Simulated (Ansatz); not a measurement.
An Ansatz (an electronic-structure program) input (plane-wave PAW DFT at the PBEsol-D3(BJ) level (Ansatz, 420 eV), without spin-orbit coupling):

Ansatz 0.2 input:
```yaml
crystal:
  lattice:
    - [4.1002993724, 0, 0]
    - [-2.0501496862, 3.5158053659, 0]
    - [0, 0, 6.580238197]
  atoms:
    - { symbol: Mg, position: [0, 0, 0] }
    - { symbol: I, position: [0.3333333333, 0.6666666667, 0.2540078871] }
    - { symbol: I, position: [0.6666666667, 0.3333333333, 0.7459921129] }
basis: { ecutwfc: 420, ecutrho_ratio: 4, xc_grid: 2, fft_grid_basis: typed }
kpoints: { mp_grid: { grid: [9, 9, 5] } }
hamiltonian:
  xc: pbesol
  dispersion: d3bj
  pseudopotentials: { kind: paw }
scf: { occupations: { method: fermi_dirac, width: 0.05 }, convergence: { dr2_threshold: 0.0000000003 } }
relax: { f_tol: 0.005, max_steps: 50 }
output: { forces: true, stress: true }
checkpoint: { write: state.ck, write_every: 1000 }
```

Which symmetry and how many k-points will the program report, and about how many plane waves at Γ?

Space group C2/m (ITA 12) with 4 operations, k-points 115 of 405, and 1809 plane waves at Γ.

And the final pressure?

-0.26 GPa (compression positive).

The cells carry an imposed strain or load. No phonon test of stability was made. The cell was made from MgI2 in the CdI2 type structure (space group P-3m1, No. 164; layered, stacked along the Cartesian z axis) by this change: uniaxial strain ε_xx = +1.00 %.
